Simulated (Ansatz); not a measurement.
InP under load (space group Imm2), r2SCAN with spin-orbit coupling, rigid bands run with Ansatz (a quantum-chemistry and plane-wave program). Condition of this run: uniaxial stress along [110] of -1 GPa (compression positive) (the target of the relaxation). Band gap 0.94 eV, N_c = 5.41e17 cm⁻³ and N_v = 1.33e19 cm⁻³ at 300 K, conductivity masses along y (a = (0.02, 2.97, 2.94) Å; b = (2.97, 0.02, 2.94) Å; c = (2.99, 2.99, 0.00) Å) of 0.0826 mₑ (electrons) and 0.547 mₑ (holes). Take k_BT = 0.02585 eV.

What thermal injection velocity √(2k_BT/πm) limits a ballistic channel along the direction named?

1.87e7 cm/s for electrons and 7.27e6 cm/s for holes, a ratio of √(m_h/m_e) = 2.57, for dilute carriers.

Find the intrinsic carrier density and the intrinsic Fermi level.

n_i = √(N_c N_v) exp(−E_g/2k_BT) = 2.68e18 × exp(−18.18) = 3.4e10 cm⁻³. The level lies (k_BT/2) ln(N_v/N_c) = 41 meV from mid-gap (positive towards the conduction band). Each 0.1 eV added to the gap lowers n_i by a factor of 6.9.

What built-in voltage has an abrupt junction with N_A = 1e16 and N_D = 1e17 cm⁻³, all dopants ionised?

V_bi = E_g/e − (k_BT/e) ln(N_c N_v/(N_A N_D)) = 0.94 − 0.02585 × 8.88 = 0.71 V, for the computed gap.

Rigid bands with the computed gap; masses take one relaxation time for all states.
